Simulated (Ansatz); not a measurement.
**How far PBE and PBEsol part for InAgTe2, biaxial strain +0.84 %, plane normal [001], relaxed out of plane**

Base system: InAgTe₂ in the chalcopyrite structure (space group I-42d, No. 122; a = 6.569 Å, c = 13.003 Å). Axes: x, y, z lie along a, b, c of the conventional cell.

(Cell as relaxed with PBE.)

Levels (all Ansatz, an electronic-structure program, PAW): PBE (420 eV, no SOC); PBEsol (420 eV, no SOC).

Each level relaxes its own structure.

```tsv
base	PBE	PBEsol
volume per atom	35.07 Å³	33.00 Å³
lattice parameter a	6.569 Å	6.431 Å
```

One thing is altered: tensile biaxial strain of 0.84 % in the plane normal to [001], as in epitaxy on a mismatched substrate; the out-of-plane cell vector and the atoms relax.

```tsv
quantity	PBE	PBEsol
energy relative to the base (free energy F)	+0.6 meV/atom	+0.6 meV/atom
shortest interatomic distance	2.821 Å	2.753 Å
pressure (mean of the normal stresses, compression positive)	-0.2 GPa	-0.2 GPa
```

PBE's shortest interatomic distance lies 0.0689 Å above PBEsol's (2.5 %); the two agree on the energy relative to the base and pressure. Neither level is exact; PBEsol is the comparison here, not a measurement.

Whether these cells are dynamically stable was not tested. The final runs are not spin-polarised.
